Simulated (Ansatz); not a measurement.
The parent structure is NbN in the rock salt structure (space group Fm-3m, No. 225; a = 4.380 Å).

It is then changed as follows: Y takes the place of Nb on all its sites, then cell and atoms are relaxed.

Levels (all Ansatz, an electronic-structure program, PAW): PBEsol (420 eV, no spin-orbit coupling); HSE06+SOC (420 eV, with spin-orbit coupling).

The geometry is relaxed with PBEsol.

| Item | Value |
|---|---|
| PBEsol band gap | 0.08 eV |
| PBEsol valence-band top at Γ | 0.00, 0.00, 0.00 eV |

**Question.** Predict the band gap and valence-band top at Γ from HSE06+SOC.

**Answer.** The band gap grows by 0.95 eV (0.08 eV → 1.03 eV); the valence-band top at Γ (three highest Kramers pairs, from the VBM) becomes 0.00, 0.00, -0.07 eV (PBEsol: 0.00, 0.00, 0.00 eV). The threefold valence maximum splits by Δso ≈ 0.07 eV.

Single points use the geometry relaxed with PBEsol. HSE06 gaps are upper bounds (no full band path). Differences between runs with and without spin-orbit coupling are approximate. Stability against distortions was not tested. The runs without spin-orbit coupling are not spin-polarised. The zero or small gap of YN can change with the level of theory.
